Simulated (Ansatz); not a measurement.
The starting structures come from a database of crystals and need not be the phases stable at ambient conditions.

 Where the default PAW files enter, the runs use the earlier of Ansatz's two default sets.

Crystal: Na₂H₄Pt (I4/mmm, not sure to be the ambient phase, 7 atoms a cell, 12.8 Å³ an atom); planes in its conventional cell.

These are PBEsol (plane waves, PAW; Ansatz, an electronic-structure program) values and carry that method's errors.

The gap is the functional's own. No spin-orbit coupling. Mid-gap values are interpolated on the energy grid.

```tsv
plane	area of the cell (Å²)	mid-gap κ (1/Å)	largest κ in the gap (1/Å)
(110)	24.3	0.33	0.34
(100)	34.4	[?]	[?]
(001)	27.0	[?]	[?]
```

**Question.** The slowest decay depends on the direction. Supply the withheld values.

**Answer.** 
- (100), mid-gap κ (1/Å): 0.30
- (100), largest κ in the gap (1/Å): 0.30
- (001), mid-gap κ (1/Å): 0.26
- (001), largest κ in the gap (1/Å): 0.26
